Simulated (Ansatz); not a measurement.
Base system: Ag in the fcc (Cu type) structure (space group Fm-3m, No. 225; relaxed with 0.1 eV smearing).

```yaml
crystal:
  lattice:
    - [0.00000, 2.02691, 2.02691]
    - [2.02691, 0.00000, 2.02691]
    - [2.02691, 2.02691, 0.00000]
  atoms:
    - { symbol: Ag, position: [0.00000, 0.00000, 0.00000] }
```

Cartesian axes are those of the cell as printed.

Calculations: PBEsol/PAW in Ansatz (a first-principles code), no spin-orbit coupling.

Before the change:

Pressure: 0.0 GPa

It is then changed as follows: uniaxial strain ε_zz = −1.00 %, all other strain components held at zero, atoms relaxed at fixed cell.

### Question
How does this affect the energy relative to the base and pressure?

### Answer
The energy increases by 0.8 meV/atom; the pressure (mean of the normal stresses, compression positive) goes from zero to 1.2 GPa.

Whether these cells are dynamically stable was not tested.
